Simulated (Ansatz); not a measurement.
Take MgB2 (space group P6/mmm, No. 191; relaxed with 0.1 eV smearing) as the base.

```yaml
crystal:
  lattice:
    - [3.07530, 0.00000, 0.00000]
    - [-1.53765, 2.66329, 0.00000]
    - [0.00000, 0.00000, 3.52482]
  atoms:
    - { symbol: Mg, position: [0.00000, 0.00000, 0.00000] }
    - { symbol: B, position: [0.66667, 0.33333, 0.50000] }
    - { symbol: B, position: [0.33333, 0.66667, 0.50000] }
```

Cartesian axes are those of the cell as printed.

The values are results of plane-wave PAW DFT at the PBE level (Ansatz, a quantum-chemistry and plane-wave program, 420 eV), spin-orbit coupling left out, not measurements.

For the base:

```
Property                         Value
-----------------------------  -------
Shortest interatomic distance  1.776 Å
```

One thing is altered: uniaxial strain ε_zz = −1.00 %, all other strain components held at zero, atoms relaxed at fixed cell.

Q: How does this affect the energy relative to the base?

A: The energy rises by 0.8 meV/atom.

Q: What does the calculation give for the stress after the change?

A: The stress (xx, yy, zz, yz, xz, xy; compression positive) comes out as (0.4, 0.4, 2.7, 0.0, 0.0, 0.0) GPa.

Q: What does the calculation give for the shortest interatomic distance after the change?

A: The shortest interatomic distance stays 1.776 Å.

Stability against distortions was not tested. All final runs are without spin polarisation.
